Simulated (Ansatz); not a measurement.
Start from GeS (space group Pnma, No. 62; a = 10.0966 Å, b = 3.6442 Å, c = 4.0194 Å; layered, stacked along the Cartesian x axis).

The values are results of PBEsol-D3(BJ) (Ansatz, a program for electronic structure; PAW; 420 eV plane waves; no spin-orbit coupling), not measurements.

Carriers are added at fixed cell with a uniform background; the Fermi–Dirac width is that of 300 K.

One change was made to it. Results:

The largest internal atomic displacement is 0.071 Å; the gap between the host's bands decreases by 0.238 eV (0.56 eV → 0.33 eV); the Fermi level relative to the doped band's edge (positive inside the band; to 0.05 eV) comes out as +0.90 eV.

Problem. Which change produced these results?
A) holes 2.0×10^21 cm⁻³
B) electrons 1.0×10^22 cm⁻³
C) holes 1.0×10^22 cm⁻³
D) electrons 7.0×10^21 cm⁻³
E) electrons 5.0×10^21 cm⁻³

Solution. D, electrons 7.0×10^21 cm⁻³. For comparison, the gap between the host's bands in the other runs: electrons 5.0×10^21 cm⁻³ gives 0.41 eV; electrons 1.0×10^22 cm⁻³ gives 0.14 eV; holes 2.0×10^21 cm⁻³ gives 0.59 eV; holes 1.0×10^22 cm⁻³ gives 0.75 eV.

Charged cell with a jellium background: band edges are those of the host's band count, energies are not comparable with the neutral cell, and many-body gap narrowing is missing. Whether these cells are dynamically stable was not tested. The program warned that a D3 coordination switch lies within reach, so dispersion energies are less smooth here.
